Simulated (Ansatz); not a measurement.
## Re in the hcp (Mg type) structure (space group P6_3/mmc, No. 194)

```cif
data_Re2
_chemical_formula_sum 'Re2'
_space_group_name_H-M_alt 'P 1'
_space_group_IT_number 1
_cell_length_a 2.75787
_cell_length_b 2.75787
_cell_length_c 4.46284
_cell_angle_alpha 90.000
_cell_angle_beta 90.000
_cell_angle_gamma 120.000
loop_
_space_group_symop_operation_xyz
  'x, y, z'
loop_
_atom_site_label
_atom_site_type_symbol
_atom_site_fract_x
_atom_site_fract_y
_atom_site_fract_z
_atom_site_occupancy
Re1 Re 0.33333 0.66667 0.75000 1
Re2 Re 0.66667 0.33333 0.25000 1
```

The values are results of r2SCAN/PAW in Ansatz (a quantum-chemistry and plane-wave program), scalar-relativistic without spin-orbit coupling, not measurements. Γ-centred 19×19×11 mesh, Fermi–Dirac width 0.05 eV.

The volume per atom comes out as 14.70 Å³. The density is 21.04 g/cm³, the band gap comes out as zero and the total energy is -10880.813 eV/atom (σ→0; compares only within this code and set-up).

Stability against distortions was not tested. The final runs are not spin-polarised.
